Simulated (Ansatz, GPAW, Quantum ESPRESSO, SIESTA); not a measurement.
One structure in several programs: a (100) slab of ZrB (cut from a parent of space group no. 225; 8 atoms in the cell)

Self-consistent single point.

```yaml
crystal:
  lattice:
    - [3.47376, 0.00000, 0.00000]
    - [-3.47376, 3.47376, 0.00000]
    - [0.00000, 0.00000, 23.36900]
  atoms:
    - { symbol: B, position: [0.00000, 0.00000, 0.44745] }
    - { symbol: B, position: [0.00000, 0.50000, 0.34233] }
    - { symbol: B, position: [0.00000, 0.00000, 0.65767] }
    - { symbol: B, position: [0.00000, 0.50000, 0.55256] }
    - { symbol: Zr, position: [0.00000, 0.00000, 0.34233] }
    - { symbol: Zr, position: [0.00000, 0.50000, 0.44745] }
    - { symbol: Zr, position: [0.00000, 0.00000, 0.55256] }
    - { symbol: Zr, position: [0.00000, 0.50000, 0.65767] }
```

All programs got the same cell, k-point mesh and kind of occupations (in Ansatz's words: kpoints.mp_grid.grid = 7 7 1; scf.occupations.method = gaussian; scf.occupations.width = 0.2 eV); potentials, basis and cutoffs are each program's usual ones.

```csv
code,model,largest force (eV/Å),k-points,cutoff
Quantum ESPRESSO,"PBE, PseudoDojo standard norm-conserving (PBE) pseudopotentials",0.331,10,80 Ry
SIESTA,"GGA PBE, numerical atomic orbitals TZP, PseudoDojo PBE standard norm-conserving potentials (rewritten from UPF to PSML)",0.363,25,grid 400 Ry
Ansatz,"PBE, PAW files",0.333,10,420 eV
GPAW,"PBE, GPAW PAW datasets PBE (gpaw-data 1.0.1)",0.338,16,950 eV
```

Size of the force on each atom (eV/Å): Sizes of forces hide their directions.

```json
[
 {"code": "Quantum ESPRESSO", "B1": "0.028", "B2": "0.331", "B3": "0.331", "B4": "0.028", "Zr5": "0.071", "Zr6": "0.186", "Zr7": "0.186", "Zr8": "0.071"},
 {"code": "SIESTA", "B1": "0.029", "B2": "0.363", "B3": "0.363", "B4": "0.028", "Zr5": "0.170", "Zr6": "0.169", "Zr7": "0.169", "Zr8": "0.169"},
 {"code": "Ansatz", "B1": "0.028", "B2": "0.333", "B3": "0.333", "B4": "0.028", "Zr5": "0.069", "Zr6": "0.188", "Zr7": "0.188", "Zr8": "0.069"},
 {"code": "GPAW", "B1": "0.042", "B2": "0.338", "B3": "0.338", "B4": "0.042", "Zr5": "0.103", "Zr6": "0.189", "Zr7": "0.189", "Zr8": "0.103"}
]
```

The spread over the programs that give each value: largest force within 0.032 eV/Å.

The starting cell comes from a database of computed structures (which also holds hypothetical and non-ambient phases and stackings), without a prior relaxation at this level. The slab is cut from that crystal, and its faces are unrelaxed. On Ansatz's run: Spin polarisation is off, though cut faces can carry moments; the slab shows no gap.

Question: Why do the programs differ, and what cannot be compared?

Answer: Differences of this kind can come from the potentials, where these differ, and from what each basis and cutoff leave unconverged. The zero of total energies and Fermi levels follows the potentials and each program's conventions, so they are not compared here. SIESTA uses small atom-centred bases, whose incompleteness enters pressures, forces and empty levels differently from a plane-wave cutoff. The programs reduce the same mesh by symmetry to different extents, which changes the work and not the result. In the force vectors, SIESTA (by 0.099) lies more than 0.08 eV/Å from the median of the plane-wave programs.

Left out of this page: ABINIT (stopped by limits of time or memory); FLEUR (failed or unconverged).

Ansatz is a first-principles code.

Keys are those of Ansatz 0.2.
